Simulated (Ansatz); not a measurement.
System: SrMgF₄ (Cmc2₁, No. 36, 12 atoms in the cell; start COD 7218677). Method: LDA in Ansatz (PAW).

Settings: plane-wave cutoff 520 eV, 10×10×6 k mesh (along the axes of the cell as run), Fermi–Dirac smearing 0.01 eV, scalar-relativistic PAW data made under PBE.

Cell (relaxed at this level):

```cif
data_F8Mg2Sr2
_chemical_formula_sum 'Sr2 Mg2 F8'
_space_group_name_H-M_alt 'P 1'
_space_group_IT_number 1
_cell_length_a 7.31788
_cell_length_b 7.31788
_cell_length_c 5.50670
_cell_angle_alpha 90.000
_cell_angle_beta 90.000
_cell_angle_gamma 149.304
loop_
_space_group_symop_operation_xyz
  'x, y, z'
loop_
_atom_site_label
_atom_site_type_symbol
_atom_site_fract_x
_atom_site_fract_y
_atom_site_fract_z
_atom_site_occupancy
Sr1 Sr 0.34149 0.65851 0.53947 1
Sr2 Sr 0.65851 0.34149 0.03947 1
Mg1 Mg 0.91538 0.08462 0.09455 1
Mg2 Mg 0.08462 0.91538 0.59455 1
F1 F 0.41567 0.58433 0.11691 1
F2 F 0.58433 0.41567 0.61691 1
F3 F 0.79732 0.20268 0.28833 1
F4 F 0.20268 0.79732 0.78833 1
F5 F 0.03580 0.96420 0.93443 1
F6 F 0.96420 0.03580 0.43443 1
F7 F 0.83662 0.16338 0.80931 1
F8 F 0.16338 0.83662 0.30931 1
```

Predict the band gap and smallest direct gap on the k points sampled.


band gap: 6.94 eV
smallest direct gap on the k points sampled: 6.95 eV

Spin–orbit coupling is not included.

Static lattice: no zero-point or thermal effects.

Ansatz is a program for electronic structure.
